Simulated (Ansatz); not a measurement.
The reference is V3Si in the A15 (Cr3Si type) structure (space group Pm-3n, No. 223; a = 4.701 Å).

All numbers come from PBE in Ansatz (plane waves to 420 eV, PAW, without spin-orbit coupling), earlier PAW set.

For the base:

The lattice parameter a is 470.1 pm and the band gap is zero.

It is then changed as follows: a hydrostatic pressure of 4.2 GPa.

Problem. How does this affect the lattice parameter a and band gap?

Solution. The lattice parameter a decreases by 3.27 pm, from 470.1 pm to 466.9 pm; the band gap stays zero.

Load acts through the strain it causes; cell and atoms are relaxed under it. Stability against distortions was not tested. Starting moments died away, wholly or in part, for the base; another magnetic solution may exist. The final runs are not spin-polarised.

Ansatz is a program for electronic structure.
